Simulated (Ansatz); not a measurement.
Take Ge in the diamond structure (space group Fd-3m, No. 227; a = 5.7617 Å) as the base. Axes: x, y, z lie along the cube axes.

Computed with DFT with PBE, PAW potentials and a 420 eV plane-wave cutoff in Ansatz (a quantum-chemistry and plane-wave program), no spin-orbit coupling.

Modification: the cell is scaled by 1.0250 in all directions, atoms relaxed at fixed cell.

Predict the stress tensor and what it implies for the stiffness.

Stress of the strained cell less that of the base (GPa, compression positive):
```
   -3.6     0.0     0.0
    0.0    -3.6     0.0
    0.0     0.0    -3.6
```

Then B = −ΔP/(ΔV/V₀) with ΔV/V₀ = 0.0769 gives secant stiffness values (nonlinear terms included at this strain): B ≈ 47 GPa.

As a check, the harmonic strain energy −½ V₀ Δσ:ε is 20 meV/atom; the computed energy rise is 22 meV/atom.

Stability against distortions was not tested.
